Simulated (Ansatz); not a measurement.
This Ansatz (a program for electronic structure) input is the reference run, Mo in the bcc (W type) structure (space group Im-3m, No. 229), computed with plane-wave PAW DFT at the r2SCAN level (Ansatz, 500 eV), no spin-orbit coupling:

Ansatz 0.2 input:
```yaml
crystal:
  lattice:
    - [-1.5752911005, 1.5752911005, 1.5752911005]
    - [1.5752911005, -1.5752911005, 1.5752911005]
    - [1.5752911005, 1.5752911005, -1.5752911005]
  atoms:
    - { symbol: Mo, position: [0, 0, 0] }
basis: { ecutwfc: 500, ecutrho_ratio: 4, xc_grid: 4, fft_grid_basis: typed }
kpoints: { mp_grid: { grid: [21, 21, 21] } }
hamiltonian:
  xc: r2scan
  dispersion: none
  pseudopotentials: { kind: paw }
scf: { occupations: { method: fermi_dirac, width: 0.05 }, convergence: { dr2_threshold: 0.0000000001 } }
output: { forces: true, stress: true }
checkpoint: { write: state.ck, write_every: 1000 }
```

Task: Write the input for this change: a hydrostatic pressure of 1.8 GPa.

Result: 
Ansatz 0.2 input:
```yaml
crystal:
  lattice:
    - [-1.5752911005, 1.5752911005, 1.5752911005]
    - [1.5752911005, -1.5752911005, 1.5752911005]
    - [1.5752911005, 1.5752911005, -1.5752911005]
  atoms:
    - { symbol: Mo, position: [0, 0, 0] }
basis: { ecutwfc: 500, ecutrho_ratio: 4, xc_grid: 4, fft_grid_basis: typed }
kpoints: { mp_grid: { grid: [21, 21, 21] } }
hamiltonian:
  xc: r2scan
  dispersion: none
  pseudopotentials: { kind: paw }
scf: { occupations: { method: fermi_dirac, width: 0.05 } }
relax: { f_tol: 0.01, max_steps: 60, cell: { stress_tol: 0.02, p_target: 1.8 } }
output: { forces: true, stress: true }
checkpoint: { write: state.ck, write_every: 1000 }
```
This is the input that was run.

Load acts through the strain it causes; cell and atoms are relaxed under it. Stability against distortions was not tested. The final runs are not spin-polarised.
